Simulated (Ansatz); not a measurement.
SiC: response to strain

Consider SiC in the wurtzite structure (space group P6_3mc, No. 186; a = 3.075 Å, c = 5.049 Å).

Strains are applied to the cell and any free atomic positions relax.

Computed with r2SCAN (Ansatz, a first-principles code, PAW, spin-orbit coupling left out), earlier PAW set.

Notes on the quantities. pressure: mean of the normal stresses, compression positive.

```json
[
 {"isotropic strain (%)": "-1.93", "pressure (GPa)": "14.9"},
 {"isotropic strain (%)": "-0.77", "pressure (GPa)": "?"},
 {"isotropic strain (%)": "-0.57", "pressure (GPa)": "4.1"},
 {"isotropic strain (%)": "0", "pressure (GPa)": "0.0"},
 {"isotropic strain (%)": "0.95", "pressure (GPa)": "-6.1"}
]
```

### Question
Fit P = P₀ − Bδ + Cδ² with δ = (1 + ε)³ − 1 to the rows shown and predict the withheld row.

### Answer
Least squares on the printed values gives P₀ = 0.0 GPa, B = 229 GPa (at held cell shape), C = 576 GPa (largest residual 0.0 GPa); this predicts 5.6 GPa, and the run gives 5.5 GPa, in agreement.

Stability against distortions was not tested.
